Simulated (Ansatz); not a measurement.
Levels about the gap of amorphous Si₂₄O₄₆F₄ (74 atoms in a cell of 1168 Å³, 2.11 g/cm³; zone centre alone, so wide bands show as single levels with stretches between that a denser mesh fills), at the geometry that PBE relaxed, where it gives -0.1 GPa on a denser mesh. The participation number counts the atoms over which a state spreads; weights are charges in smoothed Voronoi cells. The levels come from a single point, so bond lengths are those of that geometry. Method of the levels: PBE, scalar-relativistic without spin-orbit coupling (Ansatz, an electronic-structure program). Sampling: the zone centre alone; Fermi-Dirac width 0.02 eV; no spin polarisation. At PBE the levels at the filled edge of the gap are localised (band-tail or defect states), and the nearest spread-out levels lie 5.4 eV apart at the zone centre.

It comes from a melt-quench run on a machine-learned potential (CHGNet), relaxed afterwards by DFT. O and F atoms were pushed apart under 1.9 Å during the dynamics, to hinder bonds among them. The hot cell started wider than the set density and was brought back towards it in steps. It is the lowest in DFT energy of 2 quenches. It is a model cell: composition and starting density were chosen by hand, and all elements were melted together. No dispersion term was used. Its density started from a set value of 2.11 and ended at 2.11 g/cm³. Cooling (nominally 1500 K/ps over its main leg) ran many orders faster than in experiment, which tends to leave more defects and strain. A cell of this size samples the disorder only roughly. The volume was held where the preparation left it and the shape relaxed, at a PBE pressure of -0.1 GPa (tension).

| E - E(highest filled), eV | filling | participation number | largest on | weight O | weight Si | weight F |
|---|---|---|---|---|---|---|
| -1.37 | filled | 6.9 | O, 2 neighbours | 0.95 | 0.05 | 0.00 |
| -1.32 | filled | 12.6 | O, 2 neighbours | 0.95 | 0.04 | 0.01 |
| -1.17 | filled | 9.2 | O, 2 neighbours | 0.94 | 0.04 | 0.02 |
| -1.03 | filled | 4.1 | O, 2 neighbours | 0.94 | 0.04 | 0.02 |
| -0.87 | filled | 5.8 | O, 2 neighbours | 0.94 | 0.05 | 0.01 |
| -0.40 | filled | 1.6 | O, 1 neighbours | 0.87 | 0.11 | 0.01 |
| 0.00 | filled | 1.5 | O, 1 neighbours | 0.93 | 0.07 | 0.00 |
| 3.93 | empty | 57.6 | Si, 3 neighbours | 0.65 | 0.30 | 0.05 |
| 4.94 | empty | 10.3 | Si, 3 neighbours | 0.52 | 0.42 | 0.06 |
| 5.29 | empty | 36.6 | Si, 4 neighbours | 0.57 | 0.39 | 0.04 |
| 5.73 | empty | 40.5 | Si, 4 neighbours | 0.61 | 0.35 | 0.03 |
| 5.78 | empty | 37.6 | Si, 5 neighbours | 0.62 | 0.36 | 0.02 |
| 5.81 | empty | 12.3 | Si, 3 neighbours | 0.55 | 0.40 | 0.05 |
| 5.89 | empty | 42.4 | Si, 4 neighbours | 0.61 | 0.36 | 0.04 |

Most localised among these is the filled level at +0.00 eV, on a O atom, which has 1 neighbours (Si 1.52 Å).
